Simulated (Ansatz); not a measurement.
```xyz
23
Lattice="3.0970 0.0000 -0.0297 0.0000 3.0971 0.0004 -1.2677 1.5482 26.0845" Properties=species:S:1:pos:R:3 pbc="T T T"
C     -0.5016     1.2803     2.2745
C     -0.4580     1.2796     6.6457
C      1.0681     2.8286     4.4432
C     -0.4139     1.2793    11.0185
C      1.1127     2.8280     8.8200
Si    -0.4912     2.8289     3.3634
Si     1.0366     1.2823     1.1709
Si    -0.4461     2.8281     7.7396
Si     1.0799     1.2799     5.5367
Si    -0.3914     2.8275    12.1073
Si     1.1254     1.2793     9.9139
N      1.1855     2.8272    16.5024
N     -0.3848     1.2784    14.4899
N      1.2295     2.8268    20.7164
N     -0.3411     4.3757    18.6350
N      1.2707     2.8263    24.8577
N     -0.2954     4.3751    22.8473
Ti    -0.3631     1.2785    16.5141
Ti     1.1665     2.8269    14.3981
Ti    -0.3188     4.3753    20.7254
Ti     1.2075     2.8271    18.6256
Ti    -0.2804     4.3752    24.9534
Ti     1.2520     2.8265    22.8366
```

The first 11 atoms are the substrate (SiC-3C), the rest the film (TiN-rs).

These are PBE (plane waves to 420 eV, PAW; Ansatz, an electronic-structure program) values and carry that method's errors. Spin–orbit coupling is left out; the runs are not spin-polarised; PBE gaps are too small against experiment. Its k-point mesh 10×10×1, Fermi–Dirac width 0.05 eV.

Problem. Describe the bonding at the interfaces and give the barriers.

Solution. A periodic stack without vacuum, rock-salt TiN (0 0 1) on 3C silicon carbide (0 0 1) (film strained to the substrate, faces as cut): substrate slab C5Si6, film N6Ti6, surface cells [[1, 0], [1, 1]] and [[1, 0], [1, 1]], film strained by +3.1 and +3.1 %, faces Si/Si and NTi/NTi as cut (like faces can put a slab off its formula).
- interface area: 9.6 Å²
- period: 26.07 Å
- gaps between the outermost planes at the two interfaces: 2.31 and 2.30 Å
- Si–Ti contacts across the interfaces within 1.22 times the sum of covalent radii: 4, mean 2.78 Å
- hole barrier (PBE): 1.06 eV
- electron barrier (PBE): 0.31 eV
